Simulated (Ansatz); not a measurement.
Defect migration in ceria: O vacancy, charge state +2. The step: one O atom jumps into the vacancy from a nearby O site; the atom moves 2.32 Å along (0.00, -0.43, 0.00) of the unit cell; the moving atom starts with neighbours 2 Ce at 2.32, 2 Ce at 2.49; 4 O at 2.76, O at 2.94 Å and ends with 2 Ce at 2.32, 2 Ce at 2.49; 4 O at 2.76, O at 2.94 Å. DFT values are from Ansatz (plane-wave PAW, 420 eV unless said) in a cell of 96 host sites, spin-restricted, static, with no finite-size correction. The charge state is imposed; whether it is stable for some Fermi level was not computed. Forms of the defect that were not tried may lie lower. For the PBE band: the program found a first-order saddle point.

```
Level                                                                    Forward barrier (eV)  Cost of the band or of the saddle's single point
-----------------------------------------------------------------------  --------------------  ------------------------------------------------
CHGNet universal potential (has no charge state), its own band                           0.42                                                 -
PBE, one k-point at (0.250, 0.250, 0.250), band relaxed                                  0.45                      very roughly 70 core-minutes
PBE, a 2×2×2 k-point mesh shifted by half a step, same geometries                        0.45                     around 6 core-minutes (rough)
r2SCAN at 500 eV, one k-point at (0.250, 0.250, 0.250), same geometries                   ___                       very roughly 5 core-minutes
```

**Question.** Fill in the missing entries.

**Answer.** 
- r2SCAN at 500 eV, one k-point at (0.250, 0.250, 0.250), same geometries, Forward barrier (eV): 0.47

Ansatz is a quantum-chemistry and plane-wave program.
